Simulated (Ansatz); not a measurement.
# NiBi (P6₃/mmc, No. 194; cell taken from a computed entry)

The numbers are results of PBEsol (PAW; Ansatz, a program for electronic structure), not measurements.

Run with plane-wave cutoff 500 eV, 18×18×10 k mesh (along the axes of the cell as run), Fermi–Dirac smearing 0.1 eV, no spin polarisation, scalar-relativistic PAW data made under PBE.

Cell: relaxed at this level.

```json
{
  "equilibrium_volume_per_atom": "18.87 Å³/atom",
  "lattice_constant_a": "4.109 Å",
  "c axis length": "5.164 Å",
  "band_gap": "zero (no gap)"
}
```

Note: the relaxation could not lower the start's symmetry, so the cell can be a saddle point above a distorted one.

Spin–orbit coupling is not included; it can shift volumes and moduli of such heavy elements.

Cost on a shared machine: very roughly 4 core-minutes.
